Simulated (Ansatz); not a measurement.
The starting structures come from a database of crystals and need not be the phases stable at ambient conditions.

 Where the default PAW files enter, the runs use the earlier of Ansatz's two default sets.

Inside the gap of an insulator the Bloch states are evanescent, with a wavenumber k + iκ along the transport direction.

```xyz
6
Lattice="3.2409 0.0000 0.0000 0.0000 4.8666 0.0000 0.0000 0.0000 4.7880" Properties=species:S:1:pos:R:3 pbc="T T T"
Sn     1.6204     2.4333     2.3940
Sn     0.0000     0.0000     0.0000
O      0.0000     1.5624     1.3974
O      0.0000     3.3042     3.3906
O      1.6204     0.8709     3.7914
O      1.6204     3.9957     0.9966
```

Space group of this cell: Pnnm. The cell is taken as given; by LDA its mean pressure is -11.5 GPa.

Transport runs along the normal of the first two printed cell vectors.

The gap is the functional's own. No spin-orbit coupling. Mid-gap values are interpolated on the energy grid.

Question: Compute, with LDA run with Ansatz (an electronic-structure program), the band gap and the smallest decay constant κ at mid-gap.

Answer: Gap 0.69 eV on a 10×6×6 mesh; κ = 0.123 1/Å, at the zone centre.
